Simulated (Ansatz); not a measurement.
Troubleshooting Ansatz (a quantum-chemistry and plane-wave program): a failed run on Rb3Li (Fm-3m, 4 atoms in the cell). The aim is a self-consistent single point with DFT, PBEsol, plane waves, default PAW files made with PBE.

Cell that was meant: a = 7.2828 Å, b = 7.2828 Å, c = 7.2828 Å, α = 60.00°, β = 60.00°, γ = 60.00°.

Part of the input:

Ansatz 0.2 input:
```yaml
  pseudopotentials: { kind: paw }
scf:
  occupations: { method: fermi_dirac, width: 0.1 eV }
  max_iter: 2
output:
  forces: true
  eigenvalues: true
```

Output (repeated stretches shortened):

```
SCF iter   1: F=—  HF=-9853.548279 eV  |F-HF|=—  |Δ(HF+E_count)|=         —  Δρ=8.66e-4  dr2=1.67e-3  ethr=1.77e-3  ⟨swp⟩=5.9  Hψ=3412  notcnv=0
all-band conjugate gradients solve this SCF's bands
preconditioner: auto → Kerker (q_TF=auto, 1.888 Å⁻¹)
SCF iter   2: F=—  HF=-9853.547572 eV  |F-HF|=—  |Δ(HF+E_count)|=   7.07e-4  Δρ=4.47e-4  dr2=7.06e-4  ethr=5.57e-6  ⟨swp⟩=3.1  Hψ=1360  notcnv=0
Error: did not converge after 2 iterations: dr2 = 7.06e-4 (threshold 1.00e-7), under the density mixer `msr1`, which `scf.mixing.algorithm: auto` chose by the deck's other keys (type `scf.mixing.algorithm: msr1` to keep it); raise `scf.max_iter`, which need not help a stalled SCF, or adjust the mixing (`scf.mixing`) or, under a smearing, its width (`scf.occupations.width`, in either direction: another width is another result); this SCF holds its density and magnetisation to the symmetry operations that it keeps, and cannot end on a state that breaks one of them: if the state sought breaks one, re-run with `crystal.symmetry.detect: false`, without `crystal.symmetry.time_reversal: [...]
```

Question: What is wrong, and how is it fixed?

Answer: The fault is an iteration limit that is too low. The loop is cut before its threshold is met, so whatever is printed at the end is not self-consistent. To fix it, raise the limit, or leave it to the default. The run ended unconverged after 2 iterations.

The sound input it was made from differs as follows (other fixes are possible):
```diff
-  max_iter: 2
```

With that input, the run converged in 7 iterations: free energy E − TS (on the zero of these files) -9853.5474 eV; Fermi level (on the code's own zero) 2.07 eV; pressure -0.12 GPa (DFT, PBEsol, plane waves, default PAW files made with PBE).

On the sound input: the starting cell comes from a database of computed structures (which also holds hypothetical and non-ambient phases and stackings), without a prior relaxation at this level. Ansatz's pressure includes its estimate of the finite-basis (Pulay) stress.
